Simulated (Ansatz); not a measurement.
# A computed series for CuI: response to strain

The reference is CuI in the zinc blende structure (space group F-43m, No. 216).

```yaml
crystal:
  lattice:
    - [0.00000, 3.01141, 3.01141]
    - [3.01141, 0.00000, 3.01141]
    - [3.01141, 3.01141, 0.00000]
  atoms:
    - { symbol: Cu, position: [0.00000, 0.00000, 0.00000] }
    - { symbol: I, position: [0.25000, 0.25000, 0.25000] }
```

Cartesian axes are those of the cell as printed.

Strains are applied to the cell and any free atomic positions relax; under biaxial strain the out-of-plane vector relaxes too.

All numbers come from r2SCAN (Ansatz, an electronic-structure program, PAW, spin-orbit coupling left out).

```csv
variant,band gap,out-of-plane strain
base,1.67 eV,–
"biaxial strain +0.42 %, plane normal [111], relaxed out of plane",1.65 eV,-0.32 %
"biaxial strain +0.83 %, plane normal [111], relaxed out of plane",1.63 eV,-0.63 %
"biaxial strain +1.25 %, plane normal [111], relaxed out of plane",1.60 eV,-0.94 %
"biaxial strain +1.67 %, plane normal [111], relaxed out of plane",1.58 eV,-1.24 %
"biaxial strain +2.08 %, plane normal [111], relaxed out of plane",___,___
```

Q: What belongs in the blanks?

A: 
- biaxial strain +2.08 %, plane normal [111], relaxed out of plane, band gap: 1.56 eV
- biaxial strain +2.08 %, plane normal [111], relaxed out of plane, out-of-plane strain: -1.54 %

Spin-orbit coupling, missing from the scalar runs, can matter with I. No phonon test of stability was made. The final runs are not spin-polarised.
